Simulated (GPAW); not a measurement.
# Equation of state of antifluorite Mg2Sn (space group 225): energy against volume (GPAW, PBE)

```xyz
3
Lattice="0.0000 3.3199 3.3199 3.3199 0.0000 3.3199 3.3199 3.3199 0.0000" Properties=species:S:1:pos:R:3 pbc="T T T"
Mg     1.6600     1.6600     1.6600
Mg     4.9799     4.9799     4.9799
Sn     0.0000     0.0000     0.0000
```

Computed with PBE, GPAW PAW datasets PBE (gpaw-data 1.0.1) (plane waves; GPAW). Settings: mode = pw; ecut = 780 eV; xc = PBE; kpts = 8 8 8; mesh shift (steps) = 0 0 0; occupations.name = fermi-dirac; occupations.width = 0.01 eV; nbands = -4; convergence.bands = -2; symmetry.symmorphic = false; symmetry.tolerance = 0.0005; maxiter = 150. The cell above is the first row's. The rows scale it uniformly. In all rows fractional positions and the k mesh are held. E is the free energy at the stated smearing, counted from the lowest row.

| V (Å^3/atom) | E (meV/atom) |
|---|---|
| 24.394 | 20.08 |
| 24.924 | 9.97 |
| 25.455 | 3.48 |
| 25.985 | 0.27 |
| 26.515 | 0.00 |
| 27.046 | 2.37 |
| 27.576 | 7.12 |
| 28.106 | 14.00 |
| 28.637 | ? |

Problem. Using the third-order Birch-Murnaghan form, a cubic in V^(-2/3), estimate the missing E at V = 28.637 from the other rows, showing the fit.

Solution. With u = V^(-2/3) - 0.113, the rows have u = 0.005890, 0.004198, 0.002563, 0.000986, -0.000538, -0.002015, -0.003442, -0.004823. Least squares gives E = -0.222 - 87.7·u + 596334·u² + 643056·u³. Residuals (row less fit): -0.001, 0.003, -0.001, -0.002, 0.002, -0.001, 0.001, 0.000; standard error 0.002 (degrees of freedom: 4). Its minimum lies at u = 0.000074, so V0 = (0.113074)^(-3/2) = 26.30. There d²E/du² = 1193000 and d³E/du³ = 3858000, so B0 = (4/9) × 26.30^(-7/3) × 1193000 × 0.160218 = 41.3 GPa (the last factor turns the table's units into GPa), and B0' = 4 + (2/3) × 0.113074 × (3858000)/1193000 = 4.2. The program's pressures in the fitted runs (not shown) pass through zero at V = 26.29, 0.03 % from this V0. At the withheld row, u = -0.006165, so E = -0.222 - 87.7 × (-0.006165) + 596334 × (-0.006165)² + 643056 × (-0.006165)³ = 22.833 meV/atom. The calculation gives 22.77 meV/atom, 0.063 meV/atom below the prediction (0.3 % of the range of E in the table). The row lies outside the fitted rows, so this is an extrapolation. From the scatter of the fitted rows alone, a prediction at this place has a standard error of 0.006 meV/atom, so the miss is 10.4 times that.

Carrying the step between the two nearest rows on in a straight line would have given 20.89, off by 1.88; series whose last step already gives the withheld value aren't shown. The scan was laid around a cell of about the measured size, scaled by a guess for this functional. The runs keep the symmetry of the cell, so they don't test it for distortions. Cutoffs and mesh are single choices, not tested for convergence of this quantity. Series with a scatter that would blur these digits, or in which a gap closes, are not shown. Nor are scans whose minimum lies at an end fitted in this form.

Terms beyond the fitted order, or numerical noise in single rows, can give a miss of this size; the table doesn't tell which.
